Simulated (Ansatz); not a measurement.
# Short convergence ladders for a (110) slab of BiSb (cut from a parent of space group no. 160; 10 atoms in the cell)

```
CELL_PARAMETERS angstrom
      6.46642     0.00000     0.00000
     -6.07069     4.69363     0.00000
      0.00000     0.00000    22.86060
ATOMIC_POSITIONS crystal
  Bi 0.30412 0.53608 0.30620
  Bi 0.30412 0.03608 0.40310
  Bi 0.30412 0.53608 0.50000
  Bi 0.30412 0.03608 0.59690
  Bi 0.30412 0.53608 0.69380
  Sb 0.69592 0.46395 0.30620
  Sb 0.69592 0.96395 0.40310
  Sb 0.69592 0.46395 0.50000
  Sb 0.69592 0.96395 0.59690
  Sb 0.69592 0.46395 0.69380
```

Base method: PBEsol, default PAW files made with PBE (plane waves; Ansatz, a first-principles code).

Base settings: basis.ecutwfc = 420 eV; kpoints.mp_grid.grid = 3 3 1; hamiltonian.xc = pbesol; hamiltonian.pseudopotentials = {kind: paw} (the program's default PAW files); scf.occupations.method = fermi_dirac; scf.occupations.width = 0.1 eV.

The count of work is k-points × plane waves × bands × iterations; it is no time. Core times come from one kind of shared machine, to one figure; runs under 30 s give none.

**The vacuum**

The mesh stays at the base's, so the ladder's end is converged at best in this setting alone.

Only quantities that move along the ladder and can be compared are tabulated.

```csv
vacuum between outermost atoms (Å),free energy less the last step's (meV/atom),largest difference of a force vector from the last step's (eV/Å),count of work / last
3.0,-102.64,0.715,0.31
4.0,-23.11,0.278,0.33
5.0,0.68,0.070,0.36
6.0,2.23,0.024,0.38
7.0,1.05,0.011,0.41
8.0,0.40,0.004,0.43
10.0,0.05,0.000,0.49
12.0,0.00,0.000,0.54
14.0,0.00,0.000,0.59
17.0,0.00,0.000,0.66
20.0,0.00,0.000,0.74
25.0,0.00,0.000,0.87
30.0,0.00,0.000,1.0
```

Smallest vacuum between outermost atoms (Å) that holds the forces within 0.02 eV/Å of the last step, with all finer ones: 7.0, at 0.41 of the last step's count of work; the step before is off by 0.024 eV/Å.

Smallest vacuum between outermost atoms (Å) that holds the free energy within 2 meV/atom of the last step, with all finer ones: 7.0, at 0.41 of the last step's count of work; the step before is off by 2.2 meV/atom.

**The plane-wave cutoff**

The mesh stays at the base's, so the ladder's end is converged at best in this setting alone.

Only quantities that move along the ladder and can be compared are tabulated.

```csv
basis.ecutwfc,free energy less the last step's (meV/atom),largest difference of a force vector from the last step's (eV/Å),count of work / last
210 eV,6325.06,0.152,0.14
250 eV,1096.45,0.149,0.16
295 eV,118.99,0.012,0.21
355 eV,4.20,0.001,0.27
420 eV,1.49,0.000,0.35
505 eV,0.28,0.000,0.47
630 eV,0.09,0.000,0.65
840 eV,0.00,0.000,1.0
```

Coarsest basis.ecutwfc that holds the free energy within 5 meV/atom of the last step, with all finer ones: 355 eV, at 0.27 of the last step's count of work; the step before is off by 120 meV/atom.

Coarsest basis.ecutwfc that holds the forces within 0.005 eV/Å of the last step, with all finer ones: 355 eV, at 0.27 of the last step's count of work; the step before is off by 0.012 eV/Å.

**The k-point mesh**

Only quantities that move along the ladder and can be compared are tabulated.

```tsv
kpoints.mp_grid.grid	free energy less the last step's (meV/atom)	largest difference of a force vector from the last step's (eV/Å)	count of work / last	core time / last (rough)
2 2 1	161.41	0.539	0.056	–
3 2 1	-5.68	0.202	0.056	–
3 3 1	-11.50	0.179	0.069	–
4 3 1	1.40	0.071	0.097	–
5 4 1	-0.76	0.039	0.15	0.1
5 5 1	-1.24	0.027	0.18	0.1
6 5 1	-0.60	0.019	0.22	0.1
7 6 1	-0.23	0.023	0.31	0.2
8 7 1	0.16	0.013	0.40	0.3
10 8 1	0.00	0.003	0.58	0.4
11 10 1	-0.05	0.002	0.78	0.9
13 11 1	0.00	0.000	1.0	1
```

Coarsest kpoints.mp_grid.grid that holds the free energy within 5 meV/atom of the last step, with all finer ones: 4 3 1, at 0.097 of the last step's count of work; the step before is off by 12 meV/atom.

Coarsest kpoints.mp_grid.grid that holds the forces within 0.01 eV/Å of the last step, with all finer ones: 10 8 1, at about 0.4 of the last step's time; the step before is off by 0.013 eV/Å.

On the base run: the starting cell comes from a database of computed structures (which also holds hypothetical and non-ambient phases and stackings), without a prior relaxation at this level. The slab is cut from that crystal, and its faces are unrelaxed. Its lattice was rescaled by up to half a per cent.

Left out of this page: 1 run of the series stopped by limits of time or memory; 1 run of the series outside the window shown, repeating another row's setting, or not comparable.

Keys are those of Ansatz 0.2.
